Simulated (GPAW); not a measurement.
A self-consistent single point of MnSiNi (P6_3/mmc, 6 atoms in the cell) with GPAW.

Level of theory: LDA (Perdew-Wang 92), GPAW PAW datasets LDA (gpaw-data 1.0.1) (plane waves; GPAW).

The change in words: lattice scaled by 0.98. Reference geometry:
```xyz
6
Lattice="4.0564 0.0000 0.0000 -2.0282 3.5130 0.0000 0.0000 0.0000 4.8442" Properties=species:S:1:pos:R:3 pbc="T T T"
Mn     2.0282     1.1710     3.6332
Mn     0.0000     2.3420     1.2111
Si     0.0000     2.3420     3.6332
Si     2.0282     1.1710     1.2111
Ni     0.0000     0.0000     2.4221
Ni     0.0000     0.0000     0.0000
```
Moments meant for the start (each program seeds them in its own way; μB, in the order of the atoms Mn Mn Si Si Ni Ni): 4.0 4.0 0.0 0.0 0.0 0.0.

Reference input (self-consistent single point, DFT LDA (Perdew-Wang 92), plane waves, GPAW PAW datasets LDA (gpaw-data 1.0.1)): spinpol = true; mode = pw; ecut = 850 eV; xc = LDA; kpts = 6 6 5; mesh shift (steps) = 0 0 0; occupations.name = methfessel-paxton; occupations.width = 0.136 eV; occupations.order = 0; nbands = -10; symmetry.symmorphic = false; symmetry.tolerance = 0.0005. This run's input differs from it in these lines:

```diff
@@ -5,10 +5,10 @@
 atoms = Atoms(['Mn', 'Mn', 'Si', 'Si', 'Ni', 'Ni'],
-              cell=[[4.056410, 0.000000, 0.000000],
-                    [-2.028205, 3.512954, 0.000000],
-                    [0.000000, 0.000000, 4.844220]],
-              positions=[[2.028207, 1.170983, 3.633165],
-                         [-0.000002, 2.341971, 1.211055],
-                         [-0.000002, 2.341971, 3.633165],
-                         [2.028207, 1.170983, 1.211055],
-                         [0.000000, 0.000000, 2.422110],
+              cell=[[3.975282, 0.000000, 0.000000],
+                    [-1.987641, 3.442695, 0.000000],
+                    [0.000000, 0.000000, 4.747336]],
+              positions=[[1.987643, 1.147564, 3.560502],
+                         [-0.000002, 2.295131, 1.186834],
+                         [-0.000002, 2.295131, 3.560502],
+                         [1.987643, 1.147564, 1.186834],
+                         [0.000000, 0.000000, 2.373668],
                          [0.000000, 0.000000, 0.000000]],
```

The program printed (abridged):

```
     iter     time        total  log10-change:  magmom
                         energy   eigst   dens
iter:   1 --:--:--   -50.687358                   +8.0142
iter:   2 --:--:--   -51.435118   -0.29  -1.68    +6.2528
iter:   3 --:--:--   -51.916182   -1.08  -1.70    +3.9450
iter:   4 --:--:--   -52.530527   -1.67  -1.70    +3.6810
iter:   5 --:--:--   -52.183680   -2.48  -1.95    +3.3847
iter:   6 --:--:--   -52.135446   -2.53  -2.10    +3.2755
iter:   7 --:--:--   -52.241379   -2.39  -2.26    +3.3151
iter:   8 --:--:--   -52.174793   -2.50  -2.24    +3.3015
iter:   9 --:--:--   -52.125012   -3.56  -2.51    +3.2260
   [... lines left out ...]
iter:  15 --:--:--   -52.132910c  -5.47  -3.07    +2.3829
   [... 11 lines left out ...]
iter:  27 --:--:--   -52.131289c  -5.83  -3.81    +2.5174
iter:  28 --:--:--   -52.131187c  -6.41  -3.77    +2.5232
iter:  29 --:--:--   -52.131256c  -6.53  -4.00    +2.5261
iter:  30 --:--:--   -52.131171c  -6.55  -3.96    +2.5203
iter:  31 --:--:--   -52.131129c  -6.95  -4.45c   +2.5123
iter:  32 --:--:--   -52.131201c  -6.39  -4.70c   +2.5424
iter:  33 --:--:--   -52.131170c  -7.11  -4.59c   +2.5333
iter:  34 --:--:--   -52.131148c  -7.21  -4.67c   +2.5223
iter:  35 --:--:--   -52.131161c  -7.89c -4.54c   +2.5289
Converged after 35 iterations.

Dipole moment: (0.000000, -0.000000, 0.000000) |e|*Ang

Total magnetic moment: (0.000000, 0.000000, 2.528852)
Local magnetic moments:
   0 Mn ( 0.000000,  0.000000,  1.161522)
   1 Mn ( 0.000000,  0.000000,  1.161522)
   2 Si ( 0.000000,  0.000000, -0.031087)
   3 Si ( 0.000000,  0.000000, -0.031087)
   4 Ni ( 0.000000,  0.000000,  0.107382)
   5 Ni ( 0.000000,  0.000000,  0.107382)

Energy contributions relative to reference atoms: (reference = -161229.562054)

Kinetic:        +33.064487
Potential:      -20.341774
External:        +0.000000
XC:             -65.231807
Entropy (-ST):   -0.054435
Local:           +0.405151
SIC:             +0.000000
--------------------------
Free energy:    -52.158379
Extrapolated:   -52.131161

Spin contamination: 0.134904 electrons
Showing only first 2 kpts
   [... lines left out ...]
Fermi level: 10.53842
No gap
   [... lines left out ...]
  0 Mn   -0.00000   -0.00000   -0.00000
  1 Mn    0.00000    0.00000   -0.00000
  2 Si   -0.00000    0.00000    0.00000
  3 Si    0.00000    0.00000    0.00000
  4 Ni   -0.00000   -0.00000    0.00000
  5 Ni   -0.00000   -0.00000    0.00000

Stress tensor:
     0.020841    -0.000000     0.000000
    -0.000000     0.020841     0.000000
     0.000000     0.000000     0.018187
Stress (GPa, Voigt): [ 3.3391  3.3391  2.914   0.      0.     -0.    ]
```

The run converged in 35 iterations. GPAW prints stress with tension positive. Against the reference run the free energy goes down by 36.1 meV/atom, the pressure goes from -12.92 to -3.20 GPa and the size of the net moment goes from 0.61 to 0.42 μB/atom.

The starting cell comes from a database of computed structures (which also holds hypothetical and non-ambient phases and stackings), without a prior relaxation at this level. For this run, on top of that: lattice scaled by 0.98. The magnetic order is the one reached from the typed start; others were not searched systematically. With a pressure of about -3 GPa the cell is away from its equilibrium volume at this level.

Cost on one core of a shared machine: roughly 4 min.
